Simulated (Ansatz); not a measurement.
# Ga2O3: shear stress against shear

Ga2O3 (corundum, R-3c, 9.707 Å³/atom and stress up to 0.01 GPa in the relaxed cell, c along z) under an engineering shear γ in the xz plane. PBEsol in Ansatz, a plane-wave DFT program (PAW, default set), 420 eV, 8×8×8 Γ-centred mesh, Fermi-Dirac smearing 0.05 eV; ions are relaxed, or left where forces stay under 0.02 eV/Å, within the symmetry of each cell. Stress is positive for a compressed cell.

Here s stands for strain and y for shear stress.

| strain (%) | shear stress (GPa) |
|---|---|
| 0.00 | 0.00 |
| 0.80 | -0.65 |
| 1.60 | -1.30 |
| 2.40 | -1.96 |
| 4.00 | ? |

Taking a straight line for y over the 4 complete rows: Means: s 1.2000, y -0.978. About the means, the sum of products is -2.6120 and the sum of squares of s is 3.2000; the slope is their ratio. Least squares gives y = 0.002 - 0.8162·s. Residuals (row less fit): -0.002, 0.001, 0.004, -0.003; standard error 0.004 (degrees of freedom: 2). The slope gives the elastic constant C44 = 81.6 ± 0.2 GPa (± standard error of the fit, which holds the terms cut off).

Problem. Predict the withheld y at s = 4.00 from the fit, and compare with the calculation.

Solution. y = 0.002 - 0.8162 × 4.0 = -3.263 GPa. The calculation gives -3.26 GPa, which the fit meets to the printed digits. The row lies outside the fitted rows, so this is an extrapolation. The scatter of the fitted rows lies at the last printed digit.

Ga2O3 is here the metastable α form; monoclinic β is stable. Rows are the converged runs of the series near zero and its far end, less any whose ions stayed unrelaxed beside relaxed ones; series whose fitted rows scatter by over a few per cent of the range, as at a crossing or softening among them, aren't shown in this form. Most that stay on the fit to the last digits aren't either.
